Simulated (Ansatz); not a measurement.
Base system: HfS2 in the CdI2 type structure (space group P-3m1, No. 164; a = 3.6057 Å, c = 5.7676 Å; layered, stacked along the Cartesian z axis).

The change: cell and atoms relaxed at a pressure of 1.5 GPa.

Level of theory: PBE-D3(BJ) in Ansatz (plane waves to 420 eV, PAW, spin-orbit coupling left out).

Base, band edges from the VBM (valence, conduction): K -1.78, 2.49; H -1.96, 2.71; M -1.49, 1.00; L -0.96, 0.85; A -0.36, 1.79; Γ 0.00, 1.85 eV.

**Question.** Give the band edges at the high-symmetry points of the new zone, measured from its valence-band maximum.

**Answer.** 
```json
[
 {"point": "Γ", "valence edge (eV)": "0.00", "conduction edge (eV)": "1.72"},
 {"point": "M", "valence edge (eV)": "-1.70", "conduction edge (eV)": "0.79"},
 {"point": "K", "valence edge (eV)": "-1.89", "conduction edge (eV)": "2.37"},
 {"point": "A", "valence edge (eV)": "-0.54", "conduction edge (eV)": "1.64"},
 {"point": "L", "valence edge (eV)": "-1.02", "conduction edge (eV)": "0.64"},
 {"point": "H", "valence edge (eV)": "-2.11", "conduction edge (eV)": "2.62"}
]
```

The gap is 0.64 eV, indirect, Γ → L.

Spin-orbit coupling, missing from the scalar runs, can matter with Hf. Load acts through the strain it causes; cell and atoms are relaxed under it. Stability against distortions was not tested.

Ansatz is a first-principles code.
